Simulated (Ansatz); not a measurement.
Base system: an 8-atom supercell of CdS in the zinc blende structure (space group F-43m, No. 216) at its relaxed geometry.

```
CdS
1.0
   -5.92662     0.00000     0.00000
    0.00000     0.00000     5.92662
    0.00000     5.92662     0.00000
S Cd
4 4
Direct
  0.25000   0.75000   0.75000
  0.75000   0.75000   0.25000
  0.75000   0.25000   0.75000
  0.25000   0.25000   0.25000
  0.00000   0.00000   0.00000
  0.50000   0.00000   0.50000
  0.50000   0.50000   0.00000
  0.00000   0.50000   0.50000
```

Method: PBE/PAW in Ansatz (an electronic-structure program), scalar-relativistic without spin-orbit coupling.

One neutral defect a cell, atoms relaxed at fixed cell.

One change was made to it. Results:

| quantity | base | after |
|---|---|---|
| pressure | 0.0 GPa | 2.4 GPa |
| largest displacement of a host atom from its site in the perfect cell | – | 0.03 Å |

**Question.** Name the change that was made.
(A) Cd vacancy
(B) S on a Cd site (antisite)
(C) In on a Cd site

**Answer.** C, In on a Cd site. For comparison, the pressure in the other runs: Cd vacancy gives -0.7 GPa; S on a Cd site (antisite) gives -0.4 GPa.

The magnetic state is the one reached from the starting moments; the real material's order can differ, and small cells can't hold many antiferromagnetic ones. The cell is small, so the values are those of an ordered compound at a high defect concentration; dilute-limit values will differ. The mesh was chosen for an insulator and is coarse for the gapless case. Seeded moments were not kept for In on a Cd site and S on a Cd site (antisite).
